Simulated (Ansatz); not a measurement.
## CdSe: S on a Se site, symmetric start

The parent structure is a 24-atom supercell of CdSe in the zinc blende structure (space group F-43m, No. 216; a = 6.082 Å) at its relaxed geometry.

Now apply this change: one Se atom is replaced by S, atoms relaxed at fixed cell.

Method: plane-wave PAW DFT at the PBEsol level (Ansatz, a first-principles code, 420 eV), no SOC, earlier PAW set. Γ-centred 4×3×4 mesh, Fermi–Dirac width 0.01 eV.

```csv
quantity,base,changed,shift
pressure,0.0 GPa,-0.6 GPa,-0.6 GPa
gap of the supercell,0.48 eV,0.49 eV,+0.01 eV
total moment of the cell,–,0.0 μB,–
energy gained by relaxation,–,0.08 eV,–
largest displacement of a host atom from its site in the perfect cell,–,0.09 Å,–
mean distance from the defect site to its nearest host atoms,263 pm,255 pm,-8 pm
```

The magnetic state is the one reached from the starting moments; the real material's order can differ, and small cells can't hold many antiferromagnetic ones. The cell is small, so the values are those of an ordered compound at a high defect concentration; dilute-limit values will differ. The defect started on the symmetric site and kept its symmetry, so it may sit on a saddle. Seeded moments were not kept for S on a Se site. The defect cell is spin-polarised and ends with 0.0 μB.
